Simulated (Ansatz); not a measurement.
Input:

```xyz
6
Lattice="3.7825 0.0000 0.0000 0.0000 3.7825 0.0000 1.8913 -1.8913 4.6633" Properties=species:S:1:pos:R:3 pbc="T T T"
Ti     0.0000     0.0000     0.0000
Ti     1.8913     0.0000     2.3316
O      1.8913     0.0000     4.2636
O      3.7825     0.0000     1.9320
O      1.8913     1.8913     2.7313
O      1.8913     0.0000     0.3996
```

The cell is strained (lengths along the current scaled by 0.97, ions clamped); by r2SCAN it stands under a pressure of 6.6 GPa.

Transport runs along the normal of the first two printed cell vectors, the (001) (indices of the unstrained crystal) plane of the conventional cell.

The gap is the functional's own, uncorrected, and κ follows it; spin-orbit coupling is left out. Mid-gap means the computed energy nearest the middle.

Problem. Predict the band gap and the smallest decay constant κ at mid-gap from r2SCAN (Ansatz, a first-principles code).

Solution. Gap 2.62 eV on a 8×8×8 mesh; κ = 0.425 1/Å, at (0.500, 0.500) of the in-plane reciprocal vectors. At the zone centre the slowest state has κ = 0.47 1/Å.
